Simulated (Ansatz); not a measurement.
Base system: TiSi$_{2}$ (space group Fddd, No. 70; a = 4.7601 Å, b = 8.1802 Å, c = 8.4994 Å).

One thing is altered: cell and atoms relaxed at a pressure of 0.7 GPa.

Levels (all Ansatz, a first-principles code, PAW, earlier PAW set): PBEsol (420 eV, spin-orbit coupling left out); r2SCAN (500 eV, no spin-orbit coupling).

The geometry is relaxed with PBEsol.

```
Quantity          Result
---------------  -------
PBEsol pressure  0.7 GPa
```

With r2SCAN at the same geometry, the pressure increases by 1.9 GPa to 2.6 GPa.

Single points use the geometry relaxed with PBEsol. Their cutoffs differ, which shifts pressures a little. Load acts through the strain it causes; cell and atoms are relaxed under it. Stability against distortions was not tested. All final runs are without spin polarisation.
